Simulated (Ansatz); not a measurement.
Given:

```yaml
crystal:
  lattice:
    - [0.00000, 2.31910, 2.31910]
    - [2.31910, 0.00000, 2.31910]
    - [2.31910, 2.31910, 0.00000]
  atoms:
    - { symbol: Zr, position: [0.00000, 0.00000, 0.00000] }
    - { symbol: C, position: [0.50000, 0.50000, 0.50000] }
```

No spin polarisation.

The values are results of PBE in Ansatz (plane waves to 420 eV, PAW, no spin-orbit coupling), not measurements. k-mesh 21×21×21 (Γ-centred); smearing 0.1 eV (Fermi–Dirac).

Question: Predict the band gap and pressure.

Answer: The band gap is zero and the pressure is 11.0 GPa.

The cells carry an imposed strain or load. No phonon test of stability was made. The final runs are not spin-polarised. The cell was made from ZrC in the rock salt structure (space group Fm-3m, No. 225) by this change: isotropic strain −1.50 %.

Ansatz is a quantum-chemistry and plane-wave program.
